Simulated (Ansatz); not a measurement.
The starting structures come from a database of crystals and need not be the phases stable at ambient conditions.

Inside the gap of an insulator the Bloch states are evanescent, with a wavenumber k + iκ along the transport direction.

Input:

```yaml
crystal:
  lattice:
    - [6.38066, 0.00000, 0.00000]
    - [0.00000, 9.67150, -0.06479]
    - [0.00000, 2.14158, 9.36245]
  atoms:
    - { symbol: Si, position: [0.92606, 0.35983, 0.75137] }
    - { symbol: Si, position: [0.07394, 0.64017, 0.24863] }
    - { symbol: Si, position: [0.42606, 0.14017, 0.24863] }
    - { symbol: Si, position: [0.57394, 0.85983, 0.75137] }
    - { symbol: Cl, position: [0.07712, 0.30225, 0.58610] }
    - { symbol: Cl, position: [0.92288, 0.69775, 0.41390] }
    - { symbol: Cl, position: [0.57712, 0.19775, 0.41390] }
    - { symbol: Cl, position: [0.42288, 0.80225, 0.58610] }
    - { symbol: Cl, position: [0.92834, 0.19462, 0.92333] }
    - { symbol: Cl, position: [0.07166, 0.80538, 0.07667] }
    - { symbol: Cl, position: [0.42834, 0.30538, 0.07667] }
    - { symbol: Cl, position: [0.57166, 0.69462, 0.92333] }
    - { symbol: Cl, position: [0.07499, 0.52823, 0.80188] }
    - { symbol: Cl, position: [0.92501, 0.47177, 0.19812] }
    - { symbol: Cl, position: [0.57499, 0.97177, 0.19812] }
    - { symbol: Cl, position: [0.42501, 0.02823, 0.80188] }
    - { symbol: Cl, position: [0.62510, 0.41347, 0.69347] }
    - { symbol: Cl, position: [0.37490, 0.58653, 0.30653] }
    - { symbol: Cl, position: [0.12510, 0.08653, 0.30653] }
    - { symbol: Cl, position: [0.87490, 0.91347, 0.69347] }
```

Space group of this cell: P2_1/c. The cell was relaxed by PBE-D3(BJ).

Transport runs along the normal of the first two printed cell vectors.

The gap is the functional's own, uncorrected, and κ follows it; spin-orbit coupling is left out. Mid-gap values are interpolated between the computed energies.

State the band gap and the smallest decay constant κ at mid-gap according to PBEsol (Ansatz, a program for electronic structure).

Gap 5.36 eV on a 6×4×4 mesh; κ = 0.435 1/Å, at the zone centre.
